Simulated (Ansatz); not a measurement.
Base system: BN in the zinc blende structure (space group F-43m, No. 216; a = 3.625 Å).

Calculations: PBE/PAW in Ansatz (an electronic-structure program), scalar-relativistic without spin-orbit coupling.

For the base:

* **Width of the top valence band**: 6.45 eV
* **Band gap**: 4.46 eV

It is then changed as follows: an isotropic linear strain of +3.00 %; the atoms relax in the strained cell.

What does the calculation give for the width of the top valence band after the change?

The width of the top valence band drops by 0.59 eV, from 6.45 eV to 5.86 eV.

What happens to the band gap?

The band gap decreases by 0.10 eV (4.46 eV → 4.36 eV).

Gaps are Kohn–Sham eigenvalue differences; semilocal functionals usually give less than the measured gap. No phonon test of stability was made.
